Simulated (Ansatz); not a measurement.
Hf: response to strain

Take Hf in the hcp (Mg type) structure (space group P6_3/mmc, No. 194; a = 3.1581 Å, c = 5.0045 Å; relaxed with 0.1 eV smearing) as the base. Axes: x lies along a and z along c of the hexagonal cell.

Strains are applied to the cell and any free atomic positions relax.

Calculations: PBEsol/PAW in Ansatz (a program for electronic structure), no spin-orbit coupling.

Notes on the quantities. energy relative to the base: free energy F; pressure: mean of the normal stresses, compression positive.

```
variant                         energy relative to the base  pressure  volume per atom
------------------------------  ---------------------------  --------  ---------------
base                                             0 meV/atom   0.0 GPa         21.61 Å³
uniaxial strain ε_zz = −2.50 %                +9.1 meV/atom   3.1 GPa         21.07 Å³
uniaxial strain ε_zz = −2.00 %                +5.8 meV/atom   2.5 GPa         21.18 Å³
uniaxial strain ε_zz = −1.50 %                +3.2 meV/atom   1.8 GPa         21.29 Å³
uniaxial strain ε_zz = −1.00 %                +1.4 meV/atom   1.2 GPa         21.40 Å³
uniaxial strain ε_zz = −0.50 %                            ?         ?         21.50 Å³
uniaxial strain ε_zz = +0.50 %                +0.3 meV/atom  -0.6 GPa         21.72 Å³
uniaxial strain ε_zz = +1.50 %                +3.0 meV/atom  -1.7 GPa         21.94 Å³
uniaxial strain ε_zz = +2.00 %                +5.3 meV/atom  -2.2 GPa         22.05 Å³
uniaxial strain ε_zz = +3.00 %                 +12 meV/atom  -3.2 GPa         22.26 Å³
```

What belongs in the blanks?


- uniaxial strain ε_zz = −0.50 %, energy relative to the base: +0.4 meV/atom
- uniaxial strain ε_zz = −0.50 %, pressure: 0.6 GPa

No phonon test of stability was made. The final runs are not spin-polarised.
